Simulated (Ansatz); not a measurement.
The parent structure is ZnSe in the zinc blende structure (space group F-43m, No. 216; a = 5.5675 Å). Axes: x, y, z lie along the cube axes.

Method: LDA (Ansatz, a first-principles code; PAW; 420 eV plane waves; without spin-orbit coupling).

Before the change:

The valley order is Γ 1.25 eV; L along ⟨111⟩ 2.45 eV; X along ⟨100⟩ 2.69 eV, the shortest interatomic distance is 2.411 Å and the valence-band top at Γ is 0.00, 0.00, 0.00 eV.

Perturbation: a pure shear with ε_xy = ε_yx = 0.0086; the atoms relax in the strained cell.

**Question.** Predict the new valley order, stress, shortest interatomic distance and valence-band top at Γ.

**Answer.** The valley order (the lowest conduction-band minima on the path, energy above the VBM, named in the base's zone) changes from Γ 1.25 eV; L along ⟨111⟩ 2.45 eV; X along ⟨100⟩ 2.69 eV to Γ 1.19 eV; L along [1-11] 2.33 eV; L along [11-1] 2.46 eV; X along [001] 2.61 eV; the stress (xx, yy, zz, yz, xz, xy; compression positive) is (0.00, 0.00, -0.01, 0.00, 0.00, -0.74) GPa; the shortest interatomic distance drops by 0.004 Å, from 2.411 Å to 2.407 Å; the valence-band top at Γ (three highest levels, from the VBM) changes from 0.00, 0.00, 0.00 eV to 0.00, -0.06, -0.11 eV.

The levels and masses belong to the bands next to the band gap. Whether these cells are dynamically stable was not tested.
